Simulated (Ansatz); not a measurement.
Consider InAs in the zinc blende structure (space group F-43m, No. 216).

```
CELL_PARAMETERS angstrom
      0.00000     3.09317     3.09317
      3.09317     0.00000     3.09317
      3.09317     3.09317     0.00000
ATOMIC_POSITIONS crystal
  In 0.00000 0.00000 0.00000
  As 0.25000 0.25000 0.25000
```

Level of theory: PBE (Ansatz, a program for electronic structure, PAW, spin-orbit coupling left out).

Strains are applied to the cell and any free atomic positions relax.

One change was made to it. Results:

```csv
quantity,base,after
pressure,0.0 GPa,4.4 GPa
energy relative to the base (free energy F),0 meV/atom,+28 meV/atom
band gap,zero,zero
```

**Question.** Which change produced these results?
A. isotropic strain +2.50 %
B. isotropic strain −2.50 %
C. isotropic strain −0.50 %
D. isotropic strain −1.50 %
E. isotropic strain −2.00 %

**Answer.** B, isotropic strain −2.50 %. For comparison, the energy relative to the base in the other runs: isotropic strain −2.00 % gives +18 meV/atom; isotropic strain −1.50 % gives +9.7 meV/atom; isotropic strain +2.50 % gives +23 meV/atom; isotropic strain −0.50 % gives +1.0 meV/atom.

The mesh was chosen for an insulator and is coarse for the gapless case. No phonon test of stability was made. The final runs are not spin-polarised. A zero or small gap of InAs can be the functional's error rather than a property of the material.
